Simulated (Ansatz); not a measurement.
Input:

```
CELL_PARAMETERS angstrom
      0.00558     1.92250     1.92250
      1.92250     0.00558     1.92250
      1.92808     1.92808     0.00000
ATOMIC_POSITIONS crystal
  Ir 0.00000 0.00000 0.00000
```

No spin polarisation.

Level of theory: plane-wave PAW DFT at the r2SCAN level (Ansatz, a program for electronic structure, 500 eV), no SOC. Γ-centred 29×29×29 mesh, Fermi–Dirac width 0.1 eV.

Predict the band gap and stress.

The band gap is zero and the stress (xx, yy, zz, yz, xz, xy; compression positive) comes out as (0.0, 0.0, 0.0, 0.0, 0.0, -1.6) GPa.

The cells carry an imposed strain or load. No phonon test of stability was made. All final runs are without spin polarisation. The cell was made from Ir in the fcc (Cu type) structure (space group Fm-3m, No. 225) by this change: tensor shear ε_xy = +0.29 %.
